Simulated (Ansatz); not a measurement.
The parent structure is CdF$_{2}$ in the fluorite structure (space group Fm-3m, No. 225).

Space group Fm-3m (No. 225); a = b = c = 5.384 Å, α = β = γ = 90.00°

```
atom  site  symmetry       x       y       z
----  ----  --------  ------  ------  ------
Cd      4a      m-3m  0.0000  0.0000  0.0000
F       8c      -43m  0.2500  0.2500  0.2500
```
(The calculation used a cell of 3 atoms; values per cell refer to that cell.)

Computed with PBEsol (Ansatz, a program for electronic structure, PAW, no SOC).

Base values:

* **Band gap**: 2.94 eV
* **Smallest direct gap**: 3.43 eV

Now apply this change: the cell is scaled by 1.0250 in all directions, atoms relaxed at fixed cell.

Q: What does the calculation give for the energy relative to the base after the change?

A: The energy increases by 22 meV/atom.

Q: What does the calculation give for the band gap after the change?

A: The band gap falls by 0.25 eV (2.94 eV → 2.69 eV).

Q: What happens to the smallest direct gap?

A: The smallest direct gap shrinks by 0.17 eV to 3.26 eV.

The cells carry an imposed strain or load. Whether these cells are dynamically stable was not tested.
